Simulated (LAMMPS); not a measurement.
LAMMPS 22 Jul 2025, classical MD, SNAP (Cu_Zuo_JPCA2020.snapcoeff): Cu, 864 atoms.

```yaml
task: MD, nve
potential: SNAP, Cu_Zuo_JPCA2020.snapcoeff Cu_Zuo_JPCA2020.snapparam
copies_of_the_repeat_unit: 6×6×6
shape (slab and sphere leave vacuum in the box): bulk
neighbor_skin: 2 Å
neigh_modify: every 1 delay 0 check yes
newton: on (default)
atom_modify sort (bins of 2 Å where set): 1000 (default)
comm_style: brick (default)
box: 21.7 × 21.7 × 21.7 Å
start: generated fcc lattice, warmed in an untimed run
```

All runs start from one configuration, warmed at this fixed volume for 300 steps under a thermostat at 900 K. The run at the shortest step has a mean temperature of 895 K and a mean pressure of 7.4 GPa.

Each run covers about 0.40 ps at constant energy (mean temperature 895 K at the shortest step); σ is the standard deviation over the printed steps. Single runs; times are not shown.

Steps tried: 0.5 fs, 1 fs, 2 fs, 2.5 fs, 4 fs, 5 fs, 8 fs, 10 fs, 16 fs, 20 fs, 32 fs.

Q: What is the longest step at which the total energy fluctuates by under 10 % of the kinetic energy's fluctuation?

A: 10 fs. The run fails or blows up at 32 fs.

```tsv
time step	σ(E total)/σ(E kinetic)	last minus first total energy (meV/atom)	mean temperature (K)
0.5 fs	0.00013	under 0.001	895
1 fs	0.00054	−0.0011	895
2 fs	0.0022	−0.0043	895
2.5 fs	0.0034	−0.0065	894
4 fs	0.0087	−0.015	893
5 fs	0.014	−0.021	892
8 fs	0.036	−0.026	887
10 fs	0.058	+0.0049	882
16 fs	0.17	+0.64	861
20 fs	0.31	+2.1	844
32 fs	stops: Lost atoms	—	—
```

The bar is a choice.
